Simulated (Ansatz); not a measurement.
System: Ca3CO (model structure, Pm-3m, No. 221, 5 atoms in the cell). Method: G0W0@PBEsol (hard PAW, contour deformation, complete-basis limit; Ansatz, a first-principles code).

Run with largest k mesh 6×6×6 (not extrapolated in the mesh).

Cell (relaxed with PBEsol):

```
CELL_PARAMETERS angstrom
      4.47018     0.00000     0.00000
      0.00000     4.47018     0.00000
      0.00000     0.00000     4.47018
ATOMIC_POSITIONS crystal
  Ca 0.50000 0.00000 0.50000
  Ca 0.00000 0.50000 0.50000
  Ca 0.50000 0.50000 0.00000
  C  0.00000 0.00000 0.00000
  O  0.50000 0.50000 0.50000
```

Problem. Predict the band gap.

Solution. 
- band gap: 1.09 eV (direct)

Note: the relaxation could raise the start's symmetry but not lower it, so the cell can be a saddle point; the gap holds a correction of +0.11 eV to the complete basis.

Computed values are for the static lattice.

The result took about 70 core-minutes (a rough figure).

A model structure was made by putting elements into a prototype or built by hand; it is no filed structure, need not be a known phase, and can be a saddle point held by its symmetry.
